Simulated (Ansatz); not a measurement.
Base system: CrCuO2 (space group R-3m, No. 166; a = 2.964 Å, c = 16.920 Å (hexagonal axes); ferromagnetic). Axes: x lies along a and z along c of the hexagonal cell.

All numbers come from Ansatz (a quantum-chemistry and plane-wave program), PBEsol, PAW, cutoff 420 eV, without spin-orbit coupling.

Strains are applied to the cell and any free atomic positions relax; under biaxial strain the out-of-plane vector relaxes too.

One change was made to it. Results:

The band gap rises by 0.07 eV, from 0.92 eV to 0.99 eV; the smallest direct gap increases by 0.13 eV (1.16 eV → 1.29 eV).

Q: Which change produced these results?
(A) biaxial strain +3.22 %, plane normal [001], relaxed out of plane
(B) isotropic strain −0.90 %
(C) isotropic strain +1.64 %
(D) isotropic strain −2.53 %

A: A, biaxial strain +3.22 %, plane normal [001], relaxed out of plane. For comparison, the band gap in the other runs: isotropic strain −2.53 % gives 0.61 eV; isotropic strain −0.90 % gives 0.81 eV; isotropic strain +1.64 % gives 0.92 eV.

Stability against distortions was not tested. No Hubbard U is applied and the magnetic state is the run's own (CrCuO2 ferromagnetic); other magnetic orders, which need larger cells, were not tried and can change the gap. A gap here joins edges of opposite spin (a spin-flip gap).
